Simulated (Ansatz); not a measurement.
Take ScCl₃ in the ReO3 type structure (space group Pm-3m, No. 221; a = 4.987 Å; a hypothetical phase, not in the database extracts checked) as the base.

(Cell as relaxed with PBE.)

Levels (all Ansatz, an electronic-structure program, PAW): PBE (420 eV, without spin-orbit coupling); r2SCAN (500 eV, no spin-orbit coupling).

Each level relaxes its own structure.

| quantity | PBE | r2SCAN |
|---|---|---|
| volume per atom | 31.00 Å³ | 30.56 Å³ |
| lattice parameter a | 4.987 Å | 4.963 Å |
| band gap | 2.64 eV | 3.05 eV |
| gap character | indirect, R → Γ | indirect, R → Γ |

PBE's volume per atom lies 0.44 Å³ above r2SCAN's (1.4 %); PBE's lattice parameter a lies 0.024 Å above r2SCAN's (0.5 %); PBE's band gap lies 0.419 eV below r2SCAN's; the two agree on the gap character. Neither level is exact; r2SCAN is the comparison here, not a measurement.

No phonon test of stability was made. All final runs are without spin polarisation.
